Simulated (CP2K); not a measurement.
Input and output of a self-consistent single point for HfPt3 (P4mm, 4 atoms in the cell) (CP2K).

Method of the run: LDA (Pade form), GPW, TZVP-MOLOPT-SR-GTH basis, GTH-PADE potentials (GTH_POTENTIALS) (CP2K).

```xyz
4
Lattice="4.0225 0.0000 0.0000 0.0000 4.0225 0.0000 0.0000 0.0000 4.0225" Properties=species:S:1:pos:R:3 pbc="T T T"
Hf     0.0000     0.0000     0.0500
Pt     2.0112     2.0112     0.0000
Pt     0.0000     2.0112     2.0112
Pt     2.0112     0.0000     2.0112
```

Reference input (self-consistent single point, DFT LDA (Pade form), GPW, TZVP-MOLOPT-SR-GTH basis, GTH-PADE potentials (GTH_POTENTIALS)): CUTOFF = 500 Ry; REL_CUTOFF = 60 Ry; SMEAR/METHOD = GAUSSIAN; SIGMA = 0.1 eV; KPOINTS/SCHEME = MONKHORST-PACK 3 3 3; XC_FUNCTIONAL = PADE; Hf/BASIS_SET = TZVP-MOLOPT-SR-GTH; Hf/POTENTIAL = GTH-PADE-q12; Pt/BASIS_SET = TZVP-MOLOPT-SR-GTH; Pt/POTENTIAL = GTH-PADE-q18; METHOD = GPW; EPS_DEFAULT = 1e-11. This run's input differs from it in these lines:

```diff
@@ -17,3 +17,3 @@
       CUTOFF 500
-      REL_CUTOFF 60
+      REL_CUTOFF 10
       NGRIDS 5
```

Output (repeated stretches shortened):

```
 SCF WAVEFUNCTION OPTIMIZATION

  Step     Update method      Time    Convergence         Total energy    Change
     1 NoMix/Diag. 0.20E+00      -  1544.68642369      -413.5327717989 -4.14E+02
     2 Broy./Diag. 0.20E+00      -  1462.75490296      -410.7169823222  2.82E+00
     3 Broy./Diag. 0.20E+00      -  2174.30841095      -358.4110989479  5.23E+01
     4 Broy./Diag. 0.20E+00      -    61.74035599      -309.1075266679  4.93E+01
     5 Broy./Diag. 0.20E+00      -   107.97525784      -310.3295534066 -1.22E+00
     6 Broy./Diag. 0.20E+00      -   241.02412750      -198.6831139651  1.12E+02
   [... 90 lines left out ...]
    97 Broy./Diag. 0.20E+00      -     2.32168234      -386.5233985398  2.01E-02
    98 Broy./Diag. 0.20E+00      -     2.96255102      -386.4982368434  2.52E-02
    99 Broy./Diag. 0.20E+00      -     2.23003408      -386.5173432413 -1.91E-02
   100 Broy./Diag. 0.20E+00      -     2.50276079      -386.5055449680  1.18E-02
  Leaving inner SCF loop after reaching   100 steps.

  Overlap energy of the core charge distribution:               0.00000000046675
  Self energy of the core charge distribution:               -620.93093595027358
  Core Hamiltonian energy:                                    201.44706817747192
  Hartree energy:                                             247.06888196990681
   [... lines left out ...]
  Fermi energy:                                                 0.40904233330085
  Total energy:                                              -386.50554496802005
   [... lines left out ...]
 *  /   \                                                                      *
 * [ABORT]                                                                     *
 *  \___/     SCF run NOT converged. To continue the calculation regardless,   *
 *    |             please set the keyword IGNORE_CONVERGENCE_FAILURE.         *
 *  O/|                                                                        *
 * /| |                                                                        *
 * / \                                                            qs_scf.F:702 *
 *******************************************************************************

 ===== Routine Calling Stack =====

            4 scf_env_do_scf
            3 qs_energies
            2 qs_forces
            1 CP2K
Abort(1) on node 0 (rank 0 in comm 0): application called MPI_Abort(MPI_COMM_WORLD, 1) - process 0
```

The run ended unconverged after 100 iterations. 

The starting cell comes from a database of computed structures (which also holds hypothetical and non-ambient phases and stackings), without a prior relaxation at this level. Its lattice was rescaled by up to half a per cent. One atom was moved a little off its site on purpose. Values carry the incompleteness of an atom-centred basis.

Cost on one core of a shared machine: roughly 3 min.
